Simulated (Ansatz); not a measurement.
## Effect of x(N) = 0.5, 8 atoms, Pmm2 on TaAs

Take TaAs (space group I4_1md, No. 109; a = 3.442 Å, c = 11.712 Å) as the base.

The other end (x = 1) is TaN (space group I4_1md, No. 109; a hypothetical phase, not in the database extracts checked): 10.77 Å³/atom, gap 0.79 eV; this end may not be an ambient phase.

It is then changed as follows: a fraction x = 0.5 of the As sites is given to N, ordered in a cell of 8 atoms (starting symmetry Pmm2) and fully relaxed.

Level of theory: Ansatz (a program for electronic structure) r2SCAN, spin-orbit coupling left out. Settings: 11×10×3 k-points, 0.05 eV Fermi–Dirac smearing, for the changed cell.

The volume per atom decreases by 3.28 Å³ (17.34 Å³ → 14.06 Å³) and the density goes up by 1.06 g/cm³ to 13.31 g/cm³. The shortest interatomic distance drops by 32.0 pm (260.9 pm → 228.9 pm) and the band gap remains zero. The mixing energy amounts to +0.34 eV/atom (to 0.01 eV only: unlike meshes or grids) (against an end that may be hypothetical) and the deviation of the volume from the linear (Vegard-type) interpolation amounts to 0.0 %.

Final structure:

```xyz
8
Lattice="3.1217 0.0000 0.0000 0.0000 3.1578 0.0000 0.0000 0.0000 11.4103" Properties=species:S:1:pos:R:3 pbc="T T T"
Ta     0.0000     0.0000    11.3990
Ta     1.5609     1.5789     5.6737
Ta     1.5609     0.0000     8.1555
Ta     0.0000     1.5789     3.2228
N      0.0000     0.0000     6.4814
As     1.5609     1.5789     1.1785
As     0.0000     1.5789     9.3687
N      1.5609     0.0000     3.9954
```

Each cell is one ordered arrangement of few atoms, which overstates ordering effects compared with a random alloy. With Ta present, leaving out spin-orbit coupling can change the band edges. Whether these cells are dynamically stable was not tested. All final runs are without spin polarisation. A zero or small gap of Ta2AsN and TaAs can be the functional's error rather than a property of the material.
